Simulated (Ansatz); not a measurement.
Terminations of the (111) surface of fcc Ir, measured from the surface 'clean 1x1'. Atoms come from or go to: Ag: fcc Ag, Co: hcp Co, ferromagnetic, Ir: fcc Ir, Mg: hcp Mg, Mn: fcc-type Mn, layered antiferromagnet, Mo: bcc Mo, Nb: bcc Nb, Os: hcp Os, Pd: fcc Pd, Sn: beta tin. ΔE is the energy of forming the row's surface from that one (negative: more stable at these reservoirs); the vacuum level's shift is aligned on the shared bottom. No zero-point or thermal terms. These are constructed structures in small cells; real faces may alloy, dewet or reconstruct in larger ones, and not all known structures of the face are among them. Slabs of about 11 Å, Fermi-Dirac smearing of 0.1 eV. Bottom of the slabs: a bare face, its two planes held. Relaxed from the named starts with such symmetry as they have, on meshes of like density; energies extrapolated to zero smearing; spin only where a row says so; no spin-orbit coupling, no U. Brackets mark spin-polarised runs, whose order is one that fits the cell. A dash marks a value that is undefined for that row (no clear gap, or no work function of a gapped slab) or was not read reliably on its mesh.

Calculation: PBE (plane waves to 420 eV, PAW; Ansatz, a quantum-chemistry and plane-wave program).

```
surface                                                                              atoms added per 1x1  ΔE per 1x1 (eV)  shift of the vacuum level (eV)  work function (eV)
-----------------------------------------------------------------------------------  -------------------  ---------------  ------------------------------  ------------------
a layer of Pd in place of the second plane                                                  -1 Ir, +1 Pd             0.24                            0.17                5.67
a layer of Nb in place of the second plane                                                  -1 Ir, +1 Nb              [?]                           -0.58                4.89
a layer of Os in place of the third plane                                                   -1 Ir, +1 Os              [?]                           -0.01                5.52
a layer of Ag in place of the second plane                                                  +1 Ag, -1 Ir              [?]                            0.39                5.89
a pseudomorphic layer of Co in the host's stacking [spin, 2.0 μB a cell]                           +1 Co             0.17                           -0.76                4.73
a layer of Ag in place of the third plane                                                   +1 Ag, -1 Ir             0.73                            0.17                5.58
a layer of Mo in place of the third plane                                                   -1 Ir, +1 Mo            -0.29                            0.14                5.65
a layer of Nb in place of the third plane                                                   -1 Ir, +1 Nb            -0.38                            0.10                5.62
a pseudomorphic layer of Mo in the other hollow                                                    +1 Mo             0.01                           -0.38                5.12
a pseudomorphic layer of Mn in the other hollow [spin, 3.5 μB a cell]                              +1 Mn             0.09                           -1.08                4.41
(√3x√3)R30° layer of Sn, one a cell, on the site that continues the host's stacking            +0.333 Sn              [?]                           -1.06                4.43
a pseudomorphic layer of Mg in the host's stacking                                                 +1 Mg            -0.56                           -1.38                4.12
```

Problem. Fill in the missing entries.

Solution. 
- a layer of Nb in place of the second plane, ΔE per 1x1 (eV): -0.97
- a layer of Os in place of the third plane, ΔE per 1x1 (eV): 0.06
- a layer of Ag in place of the second plane, ΔE per 1x1 (eV): 0.67
- (√3x√3)R30° layer of Sn, one a cell, on the site that continues the host's stacking, ΔE per 1x1 (eV): -0.51
